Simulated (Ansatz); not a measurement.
# Sb, thickness series

Take Sb in the A7 type structure (space group R-3m, No. 166; layered) as the base.

```cif
data_Sb6
_chemical_formula_sum 'Sb6'
_space_group_name_H-M_alt 'R-3m :H'
_space_group_IT_number 166
_space_group_name_Hall '-R 3 2"'
_cell_length_a 4.32795
_cell_length_b 4.32795
_cell_length_c 11.34433
_cell_angle_alpha 90.000
_cell_angle_beta 90.000
_cell_angle_gamma 120.000
loop_
_atom_site_label
_atom_site_type_symbol
_atom_site_symmetry_multiplicity
_atom_site_Wyckoff_symbol
_atom_site_fract_x
_atom_site_fract_y
_atom_site_fract_z
_atom_site_occupancy
Sb1 Sb 6 c 0.00000 0.00000 0.23324 1
```
(The calculation used a cell of 2 atoms; values per cell refer to that cell.)

Free-standing slabs (2 atom(s) a layer) normal to the stacking axis with 15 Å of vacuum; in-plane cell relaxed.

Calculations: r2SCAN+rVV10 (Ansatz, a program for electronic structure), no spin-orbit coupling.

Notes on the quantities. excess energy per area of both faces: slab less bulk energy over the cell's area: twice a surface energy; uncertain by up to 0.08 J/m².

```json
[
 {"case": "base", "excess energy per area of both faces": "–", "in-plane lattice parameter a": "4.328 Å", "shortest interatomic distance": "2.920 Å"},
 {"case": "1 layer", "excess energy per area of both faces": "0.43 J/m²", "in-plane lattice parameter a": "4.070 Å", "shortest interatomic distance": "2.855 Å"},
 {"case": "2 layers", "excess energy per area of both faces": "…", "in-plane lattice parameter a": "…", "shortest interatomic distance": "…"},
 {"case": "3 layers", "excess energy per area of both faces": "0.6 J/m²", "in-plane lattice parameter a": "4.235 Å", "shortest interatomic distance": "2.888 Å"},
 {"case": "4 layers", "excess energy per area of both faces": "0.6 J/m²", "in-plane lattice parameter a": "4.258 Å", "shortest interatomic distance": "2.896 Å"}
]
```

Question: Complete the table.

Answer: 
- 2 layers, excess energy per area of both faces: 0.53 J/m²
- 2 layers, in-plane lattice parameter a: 4.195 Å
- 2 layers, shortest interatomic distance: 2.882 Å

The excess energy carries the mismatch between the slab's and the bulk's meshes. Whether these cells are dynamically stable was not tested.
